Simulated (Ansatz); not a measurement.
Data:

```xyz
12
Lattice="5.0845 0.0000 0.0000 0.0000 5.0845 0.0000 0.0000 0.0000 7.3432" Properties=species:S:1:pos:R:3 pbc="T T T"
Si     1.4617     1.4617     0.0000
Si     4.0040     1.0805     5.5074
Si     1.0805     4.0040     1.8358
Si     3.6228     3.6228     3.6716
O      1.2381     0.4153     1.2221
O      3.7803     2.1270     4.2853
O      1.3042     2.9575     0.6137
O      3.8464     4.6692     4.8937
O      4.6692     3.8464     2.4495
O      2.1270     3.7803     3.0579
O      2.9575     1.3042     6.7295
O      0.4153     1.2381     6.1211
```

No spin polarisation.

Calculations: Ansatz (a quantum-chemistry and plane-wave program) PBE, no spin-orbit coupling. Settings: 5×5×4 k-points, 0.05 eV Fermi–Dirac smearing.

Predict the electron mass, band gap and stress.


- Electron mass = 0.55 mₑ (at Γ)
- Band gap = 5.49 eV
- Stress (xx, yy, zz, yz, xz, xy; compression positive) = (0.20, 0.20, -1.62, 0.00, 0.00, 0.00) GPa

The cells carry an imposed strain or load. Masses are band curvatures over ±0.01 Å⁻¹ around the edge. No phonon test of stability was made. The cell was made from SiO₂ (space group P4_12_12, No. 92) by this change: uniaxial strain ε_zz = +3.42 %.
